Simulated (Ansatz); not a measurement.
# What uniaxial stress, 2 GPa tension along x does to hypothetical diamond Ru

Start from Ru in the diamond structure (space group Fd-3m, No. 227; a = 5.4559 Å; a hypothetical phase, not in the database extracts checked; relaxed with 0.1 eV smearing). Axes: x, y, z lie along the cube axes.

Perturbation: uniaxial stress, 2 GPa tension along x; all other stress components relax to zero.

Level of theory: PBE (Ansatz, a quantum-chemistry and plane-wave program, PAW, no spin-orbit coupling). Γ-centred 18×18×18 mesh, Fermi–Dirac width 0.1 eV.

```json
[
 {"quantity": "volume per atom", "base": "20.30 Å³", "changed": "20.21 Å³", "shift": "-0.09 Å³"},
 {"quantity": "space group", "base": "Fd-3m (No. 227)", "changed": "I4_1/amd (No. 141)", "shift": "–"},
 {"quantity": "shortest interatomic distance", "base": "2.362 Å", "changed": "2.367 Å", "shift": "+0.0043 Å"},
 {"quantity": "energy relative to the base (free energy F)", "base": "0 meV/atom", "changed": "+10 meV/atom", "shift": "+10 meV/atom"},
 {"quantity": "band gap", "base": "zero", "changed": "zero", "shift": "–"},
 {"quantity": "strain response (xx, yy, zz)", "base": "–", "changed": "(+8.15, −4.05, −4.05) %", "shift": "–"}
]
```

Final structure:

```xyz
2
Lattice="0.0000 2.6175 2.6175 2.9503 0.0000 2.6175 2.9503 2.6175 0.0000" Properties=species:S:1:pos:R:3 pbc="T T T"
Ru     4.4254     3.9262     3.9262
Ru     2.9503     2.6175     2.6175
```

Beyond what the load breaks, stability against distortions was not tested. The final runs are not spin-polarised.
